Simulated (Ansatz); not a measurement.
Method: PBE (plane waves to 420 eV, PAW; Ansatz, a program for electronic structure).

Electrostatic potential energy of an electron, averaged over planes parallel to the surface, in eV from the Fermi level, for CO on the 1x1 (110) surface of bcc W, one in a 1x1 cell, started at the site 'top W':

```
z (Å)  V (eV)
-----  ------
5.20     4.77
5.49     4.77
5.78     4.77
6.07     4.76
6.36     4.75
6.64     4.73
6.93     4.68
7.22     4.59
7.51     4.40
7.80     4.03
8.09     3.28
8.38     1.80
8.67    -1.13
8.96    -7.24
9.24   -15.19
9.53   -20.66
9.82   -21.02
10.11  -16.18
10.40   -8.63
10.69   -3.59
10.98   -4.79
11.27  -11.53
11.56  -18.75
11.84  -22.00
12.13  -19.67
12.42  -12.86
12.71   -5.45
13.00   -2.64
13.29   -5.63
13.58  -13.05
13.87  -19.67
14.16  -21.76
14.44  -18.30
14.73  -10.95
15.02   -4.15
15.31   -2.58
15.60   -6.75
15.89  -14.39
16.18  -20.26
16.47  -21.21
16.76  -16.79
17.04   -8.90
17.33   -1.82
17.62    0.84
17.91   -1.23
18.20   -6.93
18.49   -9.16
18.78   -4.98
19.07   -2.50
19.36   -4.51
19.64   -4.60
19.93   -0.83
20.22    4.16
20.51    5.81
20.80    6.24
21.09    6.37
21.38    6.41
21.67    6.43
21.96    6.43
22.24    6.43
22.53    6.43
22.82    6.43
23.11    6.43
23.40    6.43
23.69    6.43
23.98    6.43
```

Model: 6-atom slab, 6.6 Å thick at the start under the adsorbate (thin: gaps and levels are the slab's own), 12x12x1 mesh, Fermi-Dirac 0.1 eV, dipole correction, 2 atoms held, the rest relaxed; held to the start's symmetry, so lower structures may exist; no spin, no spin-orbit, no U, no dispersion correction. At the end it is bonded to W. In PBE this state lies 0.07 eV over the lowest of the starts that converged ('hollow W-W-W').

Q: The surface cell has an area of 7.17 Å². What dipole along the normal does the step between the two vacuum levels imply?

A: the top vacuum level lies 1.66 eV above the bottom one; p = −ε₀ A ΔV (ε₀ = 0.005526 e/(V·Å)) gives -0.07 e·Å a cell.
